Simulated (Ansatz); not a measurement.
Output of an Ansatz run (abridged):

```
WARN ansatz: RAYON_NUM_THREADS=1 ignored (pool sized by the plan → 1); use --threads N
Pseudopotentials: kind: paw
Pseudopotential: Cd, paw, valence charge 20
Pseudopotential: H, paw, valence charge 1
Pseudopotential: O, paw, valence charge 6
Pseudopotential: F, paw, valence charge 7
Crystal: 8 atoms, lattice volume = 97.820 Å³
Basis set: ecut = 420 eV, 1901 PW (Γ), exchange–correlation on 48×72×80 points (8 copies of the dense FFT grid, shifted against one another)
Bands: 42, of which v1, the nominal top of the filled ones, is band 34 counted from 1 (33 counted from 0)
Symmetry: 1 space group operations
Space group: P1 (ITA 1), of the structure as read, at distance tolerance 4.6e-5 Å
k-points: 88 of 175 (time reversal used)
PAW frozen core: Cd, regenerated for the run's functional, and the local potential with it
PAW frozen core: O, regenerated for the run's functional, and the local potential with it
PAW frozen core: F, regenerated for the run's functional, and the local potential with it
Initial density: superposition of atomic densities (neutral atoms: chi_scale 0, normalization atom), corrected by the library's trained network
Initial wavefunctions: pseudopotential atomic-orbital guess
Eigensolver: davidson
Functional: x = pbesol(κ = 0.804, μ = 0.12345679012345678), c = pbesol(β = 0.046)
SCF iter   1: F=—  HF=-19123.428604 eV  |F-HF|=—  |Δ(HF+E_count)|=         —  Δρ=1.40e-2  dr2=1.31e-1  ethr=1.77e-3  ⟨swp⟩=4.5  Hψ=11468  notcnv=0  defer=528
all-band conjugate gradients solve this SCF's bands
preconditioner: auto → Resta (q_TF=auto, 2.568 Å⁻¹)
SCF iter   2: F=—  HF=-19123.393032 eV  |F-HF|=—  |Δ(HF+E_count)|=   3.56e-2  Δρ=2.92e-3  dr2=3.84e-3  ethr=1.93e-4  ⟨swp⟩=2.0  Hψ=6864  notcnv=0  defer=528
SCF iter   3: F=—  HF=-19123.392465 eV  |F-HF|=—  |Δ(HF+E_count)|=   5.67e-4  Δρ=1.19e-3  dr2=9.87e-4  ethr=5.65e-6  ⟨swp⟩=2.0  Hψ=5845  notcnv=0  defer=528
SCF iter   4: F=—  HF=-19123.392500 eV  |F-HF|=—  |Δ(HF+E_count)|=   3.42e-5  Δρ=6.60e-4  dr2=3.05e-4  ethr=1.45e-6  ⟨swp⟩=2.0  Hψ=4620  notcnv=0  defer=528
SCF iter   5: F=—  HF=-19123.392473 eV  |F-HF|=—  |Δ(HF+E_count)|=   2.63e-5  Δρ=1.44e-4  dr2=2.22e-5  ethr=4.48e-7  ⟨swp⟩=2.0  Hψ=5436  notcnv=0  defer=322
SCF iter   6: F=—  HF=-19123.392462 eV  |F-HF|=—  |Δ(HF+E_count)|=   1.11e-5  Δρ=6.04e-5  dr2=3.53e-6  ethr=3.27e-8  ⟨swp⟩=3.0  Hψ=6133  notcnv=0  defer=308
SCF iter   7: F=—  HF=-19123.392467 eV  |F-HF|=—  |Δ(HF+E_count)|=   4.49e-6  Δρ=1.17e-5  dr2=1.41e-7  ethr=5.19e-9  ⟨swp⟩=2.0  Hψ=5500  notcnv=0  defer=308
SCF iter   8: F=-19123.392467 eV  HF=-19123.392467 eV  |F-HF|=1.43e-8  |Δ(HF+E_count)|=   2.47e-7  Δρ=6.38e-6  dr2=3.10e-8  ethr=1.47e-10  ⟨swp⟩=10.4  Hψ=17428  notcnv=0
SCF 1 converged in 8 iterations: F = -19123.392467 eV  dr2 = 3.10e-8
SCF converged after 8 iterations
Free energy (F): -19123.392467 eV
Harris-Foulkes:  -19123.392467 eV  (|F-HF|=1.43e-8)
Internal energy: -19123.392467 eV  (E = F + TS)
E sigma→0 (E₀):  -19123.392467 eV
Fermi energy:    5.217301 eV
--- Per-component energies (eV) ---
  E_band       = -1100.460050
  E_kinetic    = 1792.630262
  E_local      = -9068.803015  (includes V_loc(G=0)·N_el)
  E_nonlocal   = 326.379108
  E_hartree    = 3994.555848
  E_xc         = -666.277172
  E_vxc        = -847.787402  (∫ρ·V_xc dr)
  E_paw        = -8725.866083  (= ΣΔE_a)
  E_vpaw       = -1291.993433  (= ΣTr[D̂ρ^β])
  E_aug_tail   = 0.006650  (compensation charges beyond the density's cutoff)
  E_ewald      = -6776.857446
  E_core_change = 0.839380  (= ΣΔE_core)
  E_smearing   = -0.000000  (= −TS)
  E_closure    = 0.000000  (closes the sum)
  Σ components = -19123.392467   (vs F -19123.392467, Δ=0.00e0)
--- Forces (eV/Å), atoms counted from 1 ---
  atom   1  Cd     0.01760511     0.09377933    -0.46121421
  atom   2  Cd    -0.01709198     0.13332919     0.24410260
  atom   3  H      0.02131600    -0.16344119     0.16958104
  atom   4  H     -0.02145292    -0.16114577    -0.12598686
  atom   5  O      0.02088575    -0.07180566     0.14444868
  atom   6  O     -0.02105299    -0.01433292    -0.02809467
  atom   7  F      0.00734418     0.08231481     0.00119280
  atom   8  F     -0.00755341     0.10129111     0.05595453
  max |Σ_I F_I| component: 1.61e-5 eV/Å
--- Stress (GPa, compression-positive) ---
       -6.391674       0.004241       0.018106
        0.004241      -5.496991      -0.050824
        0.018106      -0.050825      -5.860616
  P = ⅓ Tr σ = -5.9164 GPa (-59.164 kbar)
  The stress holds the Pulay correction. Without it, at fixed plane waves, as pw.x and ABINIT print it: P = -6.5319 GPa
--- Band table (eV; the first three rows and the last of 88) ---
  k-point 0: bands = ["-94.2937", "-94.2805", "-55.4422", "-55.4302", "-55.4205", "-55.4070", "-55.3992", "-55.3846", "-16.0649", "-15.8922", "-12.1001", "-11.9038", "-1.4630", "-1.3546", "-0.8920", "-0.8884", "-0.8696", "-0.4977", "-0.3266", [...]
  k-point 1: bands = ["-94.2937", "-94.2805", "-55.4422", "-55.4302", "-55.4205", "-55.4070", "-55.3992", "-55.3846", "-16.0613", "-15.8932", "-12.1121", "-11.8972", "-1.4268", "-1.2713", "-0.8778", "-0.8595", "-0.8303", "-0.5382", "-0.3898", [...]
  k-point 2: bands = ["-94.2937", "-94.2805", "-55.4422", "-55.4302", "-55.4205", "-55.4070", "-55.3992", "-55.3846", "-16.0554", "-15.8950", "-12.1301", "-11.8879", "-1.3428", "-1.1071", "-0.8598", "-0.8412", "-0.6903", "-0.6498", "-0.5676", [...]
  k-point 87: bands = ["-94.2936", "-94.2804", "-55.4418", "-55.4299", "-55.4203", "-55.4068", "-55.4025", "-55.3878", "-15.9556", "-15.9237", "-11.9792", "-11.9284", "-1.0546", "-1.0035", "-0.8997", "-0.7362", "-0.6218", "-0.5160", "-0.4461", [...]
```

The structure:

```
CELL_PARAMETERS angstrom
      3.55203     0.00000     0.00000
      0.00000     4.86891     0.00000
     -0.00820     0.00000     5.65609
ATOMIC_POSITIONS crystal
  Cd 0.74778 0.75453 0.74221
  Cd 0.25224 0.25453 0.26663
  H  0.74970 0.68417 0.27240
  H  0.25030 0.18417 0.72760
  O  0.24816 0.02155 0.61969
  O  0.75184 0.52155 0.38031
  F  0.24887 0.47975 0.89420
  F  0.75113 0.97975 0.10580
```

Write an input that gives this output.

Other spellings and defaults could give the same log, and not every line can be read from it. The input that was run (DFT, PBEsol, plane waves, default PAW files made with PBE):

Ansatz 0.2 input:
```yaml
# CdHOF
crystal:
  lattice:
    - [3.552032, 0.000000, 0.000000]
    - [0.000000, 4.868913, 0.000000]
    - [-0.008204, 0.000000, 5.656094]
  atoms:
    - { symbol: Cd, position: [0.747780, 0.754530, 0.742210] }
    - { symbol: Cd, position: [0.252240, 0.254530, 0.266630] }
    - { symbol: H, position: [0.749700, 0.684170, 0.272400] }
    - { symbol: H, position: [0.250300, 0.184170, 0.727600] }
    - { symbol: O, position: [0.248160, 0.021550, 0.619690] }
    - { symbol: O, position: [0.751840, 0.521550, 0.380310] }
    - { symbol: F, position: [0.248870, 0.479750, 0.894200] }
    - { symbol: F, position: [0.751130, 0.979750, 0.105800] }
basis:
  ecutwfc: 420.0
kpoints:
  mp_grid: { grid: [7, 5, 5] }
hamiltonian:
  xc: pbesol
  pseudopotentials: { kind: paw }
scf:
  occupations: { method: fixed }
output:
  forces: true
  eigenvalues: true
  stress: true
```

The starting cell comes from a database of computed structures (which also holds hypothetical and non-ambient phases and stackings), without a prior relaxation at this level. Its lattice was rescaled by up to half a per cent. One atom was moved a little off its site on purpose. With a pressure of about -6 GPa the cell is away from its equilibrium volume at this level. Ansatz's pressure includes its estimate of the finite-basis (Pulay) stress. Without the estimate this run gives -6.53 GPa.

Ansatz is a quantum-chemistry and plane-wave program.
